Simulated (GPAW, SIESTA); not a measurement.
A GPAW input for a self-consistent single point of TiAlPt (P6_3/mmc, 6 atoms in the cell) (DFT PBEsol, plane waves, GPAW PAW datasets PBEsol (made by gpaw-setup)):

```python
from ase import Atoms
from ase.units import GPa
from gpaw import GPAW

atoms = Atoms(['Ti', 'Ti', 'Al', 'Al', 'Pt', 'Pt'],
              cell=[[4.416850, 0.000000, 0.000000],
                    [-2.208425, 3.825104, 0.000000],
                    [0.000000, 0.000000, 5.407710]],
              scaled_positions=[[0.000000, 0.000000, 0.000000],
                                [0.000000, 0.000000, 0.500000],
                                [0.333333, 0.666667, 0.250000],
                                [0.666667, 0.333333, 0.750000],
                                [0.666667, 0.333333, 0.250000],
                                [0.333333, 0.666667, 0.750000]],
              pbc=True)

calc = GPAW(mode={'name': 'pw', 'ecut': 800},
            xc='PBEsol',
            kpts={'size': (6, 6, 4), 'gamma': True},
            occupations={'name': 'fermi-dirac', 'width': 0.05},
            nbands=-12,
            symmetry={'symmorphic': False, 'tolerance': 0.0005},
            maxiter=150)

atoms.calc = calc

energy = atoms.get_potential_energy()
print('Energy (eV):', round(energy, 6))
forces = atoms.get_forces()
print('Forces (eV/Ang):')
print(forces.round(5))
stress = atoms.get_stress()
print('Stress (GPa, Voigt):', (stress / GPa).round(4))
```

Problem. Give the SIESTA input for the same structure, mesh, smearing and functional.

Solution. This is the input that was run; spellings and numerical settings could be chosen otherwise.

```
# files in the folder: Ti.psml Al.psml Pt.psml (PseudoDojo PBEsol standard)
SystemName  TiAlPt
SystemLabel TiAlPt

NumberOfAtoms                6
NumberOfSpecies              3
%block ChemicalSpeciesLabel
  1 22 Ti
  2 13 Al
  3 78 Pt
%endblock ChemicalSpeciesLabel
LatticeConstant              1.0 Ang
%block LatticeVectors
     4.416850000    0.000000000    0.000000000
    -2.208425000    3.825104000    0.000000000
     0.000000000    0.000000000    5.407710000
%endblock LatticeVectors
AtomicCoordinatesFormat      Ang
%block AtomicCoordinatesAndAtomicSpecies
     0.000000000    0.000000000    0.000000000  1
     0.000000000    0.000000000    2.703855000  1
    -0.000002208    2.550070608    1.351927500  2
     2.208427208    1.275033392    4.055782500  2
     2.208427208    1.275033392    1.351927500  3
    -0.000002208    2.550070608    4.055782500  3
%endblock AtomicCoordinatesAndAtomicSpecies

XC.functional                GGA
XC.authors                   PBEsol
PAO.BasisSize                TZP
PAO.EnergyShift              0.01 Ry
MeshCutoff                   300 Ry
%block kgrid.MonkhorstPack
    6   0   0  0.0
    0   6   0  0.0
    0   0   4  0.0
%endblock kgrid.MonkhorstPack
OccupationFunction           FD
ElectronicTemperature        50.0 meV

MaxSCFIterations             150
SCF.Mixer.Method             Broyden
SCF.Mixer.Weight             0.1
SCF.Mixer.History            6
SCF.DM.Tolerance             1.0E-05
Diag.ParallelOverK           true
WriteForces                  true
Charge.Mulliken              end
```

Basis settings and potentials, where a program has them, do not carry over. This input uses DFT, GGA PBEsol, numerical atomic orbitals TZP, PseudoDojo PBEsol standard norm-conserving potentials (rewritten from UPF to PSML). Both were run: pressure -2.11 GPa in GPAW and -4.27 in SIESTA.

On SIESTA: the starting cell comes from a database of computed structures (which also holds hypothetical and non-ambient phases and stackings), without a prior relaxation at this level. Spin polarisation is off. Values carry the incompleteness of an atom-centred basis. With a pressure of about -4 GPa the cell is away from its equilibrium volume at this level.

On GPAW: the starting cell comes from a database of computed structures (which also holds hypothetical and non-ambient phases and stackings), without a prior relaxation at this level. Spin polarisation is off.
